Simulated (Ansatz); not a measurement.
# TlSbTe$_{2}$ (space group R-3m, No. 166)

```cif
data_SbTe2Tl
_chemical_formula_sum 'Tl1 Sb1 Te2'
_space_group_name_H-M_alt 'P 1'
_space_group_IT_number 1
_cell_length_a 8.07272
_cell_length_b 8.07272
_cell_length_c 8.07272
_cell_angle_alpha 31.764
_cell_angle_beta 31.764
_cell_angle_gamma 31.764
loop_
_space_group_symop_operation_xyz
  'x, y, z'
loop_
_atom_site_label
_atom_site_type_symbol
_atom_site_fract_x
_atom_site_fract_y
_atom_site_fract_z
_atom_site_occupancy
Tl1 Tl 0.00000 0.00000 0.00000 1
Sb1 Sb 0.50000 0.50000 0.50000 1
Te1 Te 0.24112 0.24112 0.24112 1
Te2 Te 0.75888 0.75888 0.75888 1
```

Computed with PBEsol/PAW in Ansatz (a program for electronic structure), spin-orbit coupling left out. Γ-centred 9×9×9 mesh, Fermi–Dirac width 0.05 eV.

The volume per atom is 32.37 Å³, the density is 7.46 g/cm³ and the band gap is 0.07 eV (uncertain: the edges found on the path are not clean extrema). The total energy comes out as -7876.897 eV/atom (σ→0; compares only within this code and set-up).

Spin-orbit coupling, missing from the scalar runs, can matter with Sb, Te and Tl. Stability against distortions was not tested. A zero or small gap of TlSbTe2 can be the functional's error rather than a property of the material.
